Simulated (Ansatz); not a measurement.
A self-consistent single point of V3Pt (P1, 4 atoms in the cell) with Ansatz (an electronic-structure program).

Computed with PBEsol, PAW files made with PBE (plane waves; Ansatz).

The change in words: atoms moved at random. Reference geometry:
```yaml
crystal:
  lattice:
    - [3.81067, 0.00000, 0.00000]
    - [0.00000, 3.81067, 0.00000]
    - [0.00000, 0.00000, 3.81067]
  atoms:
    - { symbol: V, position: [0.50000, 0.50000, 0.00000], spin: 2.0 }
    - { symbol: V, position: [0.00000, 0.50000, 0.50000], spin: 2.0 }
    - { symbol: V, position: [0.50000, 0.00000, 0.50000], spin: 2.0 }
    - { symbol: Pt, position: [0.00000, 0.00000, 0.00000] }
```
(The spins are starting values, not results.)

Reference input (self-consistent single point, DFT, PBEsol, plane waves, PAW files made with PBE): kpoints.mp_grid.grid = 7 7 7; hamiltonian.xc = pbesol; hamiltonian.pseudopotentials = {kind: paw} (the program's default PAW files); magnetization.spin_polarized = true; scf.occupations.method = gaussian; scf.occupations.width = 0.01 Ry. This run's input differs from it in these lines:

Ansatz 0.2 input:
```diff
@@ -7,6 +7,6 @@
   atoms:
-    - { symbol: V, position: [0.500000, 0.500000, 0.000000], spin: 2.0 }
-    - { symbol: V, position: [0.000000, 0.500000, 0.500000], spin: 2.0 }
-    - { symbol: V, position: [0.500000, 0.000000, 0.500000], spin: 2.0 }
-    - { symbol: Pt, position: [0.000000, 0.000000, 0.000000] }
+    - { symbol: V, position: [0.499438, 0.505465, 0.000208], spin: 2.0 }
+    - { symbol: V, position: [0.000365, 0.492157, 0.502025], spin: 2.0 }
+    - { symbol: V, position: [0.495961, -0.007843, 0.504082], spin: 2.0 }
+    - { symbol: Pt, position: [0.004236, 0.010221, -0.006315] }
 kpoints:
```

Output, abridged:

```
SCF iter   1: F=—  HF=-21046.760134 eV  |F-HF|=—  |Δ(HF+E_count)|=         —  Δρ=1.56e-1 (↑1.29e-1 ↓1.56e-1)  dr2=4.80e1  dr2_m=4.54e0  M=1.218 μB ∫|m|=1.545 μB  β_m=0.30  ethr=3.10e-3  ⟨swp⟩=3.4  Hψ=38297  notcnv=0
Mixer restart at iter 1: flushing history
all-band conjugate gradients solve this SCF's bands
preconditioner: auto → Kerker (q_TF=auto, 2.742 Å⁻¹)
spin=Collinear: Kerker preconditioning applied to the charge; magnetization (m = ρ↑ − ρ↓) channel mixes plain (no charge-response kernel on spin).
   [... lines left out ...]
SCF iter  13: F=—  HF=-21042.231063 eV  |F-HF|=—  |Δ(HF+E_count)|=   1.89e-9  Δρ=2.11e-6 (↑1.79e-6 ↓2.11e-6)  dr2=9.21e-9  dr2_m=4.37e-10  M=-0.000 μB ∫|m|=0.000 μB  β_m=0.93  ethr=1.08e-10  ⟨swp⟩=2.0  Hψ=16366  notcnv=0  defer=548
SCF iter  14: F=-21042.231063 eV  HF=-21042.231063 eV  |F-HF|=1.14e-8  |Δ(HF+E_count)|=  9.86e-10  Δρ=1.90e-6 (↑1.90e-6 ↓1.87e-6)  dr2=1.22e-8  dr2_m=1.27e-11  M=-0.000 μB ∫|m|=0.000 μB  ethr=1.62e-11  ⟨swp⟩=6.0  Hψ=40195  notcnv=0
SCF 1 converged in 14 iterations: F = -21042.231063 eV  dr2 = 1.22e-8
Crystal: 4 atoms, lattice volume = 55.336 Å³
Starting moments: Σ|m| = 10 μB on 4 of 4 sites
SCF iter   1: F=—  HF=-21051.003801 eV  |F-HF|=—  |Δ(HF+E_count)|=         —  Δρ=2.09e-1 (↑1.87e-1 ↓2.09e-1)  dr2=1.36e2  dr2_m=4.68e0  M=5.721 μB ∫|m|=5.777 μB  β_m=0.30  ethr=3.10e-3  ⟨swp⟩=3.4  Hψ=37736  notcnv=0
preconditioner: auto → Kerker (q_TF=auto, 2.742 Å⁻¹)
spin=Collinear: Kerker preconditioning applied to the charge; magnetization (m = ρ↑ − ρ↓) channel mixes plain (no charge-response kernel on spin).
   [... lines left out ...]
spin-set hold released at iteration 6 (site moments contracting)
iter 22 did not close the SCF: its close was put off for a magnetic moment that had not settled (scf_convergence_deferred on its scf_iter line)
iter 23 did not close the SCF: its close was put off for a magnetic moment that had not settled (scf_convergence_deferred on its scf_iter line)
WARN: the starting moments were not kept: the SCF closed with an absolute magnetisation of 2.5e-5 μB, where they sum to 6 μB in size (3 sites) …
Absolute magnetization: 0.0000 μB (∫|ρ↑−ρ↓|, with the PAW one-centre terms)
Free energy (F): -21042.231063 eV
Fermi energy:    18.655086 eV
   [... lines left out ...]
  atom   4  Pt    -0.31523017    -0.42384710     0.43898185
--- Stress (GPa, compression-positive) ---
       -4.238626      -0.006201      -0.055838
       -0.006201      -4.484011      -0.046838
       -0.055838      -0.046838      -4.335678
  P = ⅓ Tr σ = -4.3528 GPa (-43.528 kbar)
  The stress holds the Pulay correction. Without it, at fixed plane waves, as pw.x and ABINIT print it: P = -4.4843 GPa
```

The run converged, with 38 iterations in all over 2 SCF loops. Against the reference run the free energy rises by 6.7 meV/atom, the pressure goes from -4.67 to -4.35 GPa and the largest force goes from 0.000 to 0.687 eV/Å. The full log also holds: “iter 22 did not close the SCF: its close was put off for a magnetic moment that had not settled (scf_convergence_deferred on its scf_iter line)”. The full log also holds: “iter 23 did not close the SCF: its close was put off for a magnetic moment that had not settled (scf_convergence_deferred on its scf_iter line)”.

The starting cell comes from a database of computed structures (which also holds hypothetical and non-ambient phases and stackings), without a prior relaxation at this level. Its lattice was rescaled by a random factor within 2.5 % of one. For this run, on top of that: atoms moved at random. The starting moments vanished: the run ended non-magnetic, which need not be the lowest state. The program warned that a starting moment was not kept. With a pressure of about -4 GPa the cell is away from its equilibrium volume at this level. Ansatz's pressure includes its estimate of the finite-basis (Pulay) stress.

Cost on one core of a shared machine: roughly 3 min.
